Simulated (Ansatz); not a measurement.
We consider rock-salt LuN, described by HSE06 in Ansatz (plane waves, PAW).

Numerical settings: plane-wave cutoff 460 eV, 10×10×10 k mesh, Fermi–Dirac smearing 0.05 eV, scalar-relativistic PAW data made under PBE.

Response to compression and expansion:

```tsv
V (Å³/atom)	P (GPa)	direct gap at Γ (eV)	smallest gap on the k mesh (eV)
12.797	10.22	4.491	0.705
13.225	3.27	4.492	0.830
13.470	-0.22	4.489	0.895
13.807	-4.52	4.447	0.976
14.144	-8.31	4.233	1.049
```

The fundamental gap (0.89 eV at the equilibrium volume, on the SCF mesh) lies elsewhere than Γ–Γ.

Spin–orbit coupling is not included.

Ansatz is a first-principles code.
